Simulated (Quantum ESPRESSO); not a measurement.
**Sensitivity of a calculation on MgSi (Cm, 12 atoms in the cell) to its settings**

```yaml
crystal:
  lattice:
    - [5.63085, -1.94351, 0.00000]
    - [5.63085, 1.94351, 0.00000]
    - [-0.35677, 0.00000, 9.84310]
  atoms:
    - { symbol: Mg, position: [0.55393, 0.55393, 0.16536] }
    - { symbol: Mg, position: [0.42447, 0.42447, 0.83275] }
    - { symbol: Mg, position: [0.10025, 0.10025, 0.66889] }
    - { symbol: Mg, position: [0.88343, 0.88343, 0.33988] }
    - { symbol: Mg, position: [0.71884, 0.71884, 0.87781] }
    - { symbol: Mg, position: [0.26410, 0.26410, 0.11511] }
    - { symbol: Si, position: [0.16149, 0.16149, 0.34605] }
    - { symbol: Si, position: [0.82781, 0.82781, 0.63437] }
    - { symbol: Si, position: [0.90230, 0.90230, 0.05488] }
    - { symbol: Si, position: [0.07679, 0.07679, 0.94174] }
    - { symbol: Si, position: [0.43518, 0.43518, 0.54207] }
    - { symbol: Si, position: [0.65064, 0.65064, 0.48118] }
```

Base run A: PBEsol, GBRV 1.5 ultrasoft (PBESOL) pseudopotentials (Quantum ESPRESSO), self-consistent single point.

Its settings: ecutwfc = 40 Ry; ecutrho = 200 Ry; occupations = smearing; smearing = gauss; degauss = 0.0099958 Ry; potentials = {Mg: mg_pbesol_v1.4.uspp.F.UPF, Si: si_pbesol_v1.uspp.F.UPF}; K_POINTS = automatic 5 5 2 0 0 0; conv_thr = 1e-10 Ry.

The starting cell comes from a database of computed structures (which also holds hypothetical and non-ambient phases and stackings), without a prior relaxation at this level. Its lattice was rescaled by a random factor within 2.5 % of one.

Absolute energies have different zeros for different potentials, functionals, Hubbard and dispersion terms and are not compared across them.

Run A gave: pressure (GPa) 2.61; largest force (eV/Å) 0.127; valence electrons 84.

Runs:
- B: ecutwfc: 40 Ry → 50 Ry; ecutrho: 200 Ry → 400 Ry; pseudopotentials: {Mg: mg_pbesol_v1.4.uspp.F.UPF, Si: si_pbesol_v1.uspp.F.UPF} → {Mg: Mg.pbe-n-kjpaw_psl.0.3.0.UPF, Si: Si.pbe-n-rrkjus_psl.1.0.0.UPF}; input_dft: default → pbesol
- C: ecutwfc: 40 Ry → 85 Ry; ecutrho: 200 Ry → default; pseudopotentials: {Mg: mg_pbesol_v1.4.uspp.F.UPF, Si: si_pbesol_v1.uspp.F.UPF} → {Mg: Mg.upf, Si: Si.upf}

Question: What does run C change against A?

Answer: The pressure moves little (2.61 to 2.66 GPa) and the largest force goes from 0.127 to 0.132 eV/Å.

Question: What does run B change against A?

Answer: The pressure goes from 2.61 to 2.74 GPa and the largest force hardly changes (0.127 to 0.130 eV/Å).

```
run  pressure (GPa)  largest force (eV/Å)  valence electrons
---  --------------  --------------------  -----------------
A              2.61                 0.127                 84
B              2.74                 0.130                 36
C              2.66                 0.132                 84
```
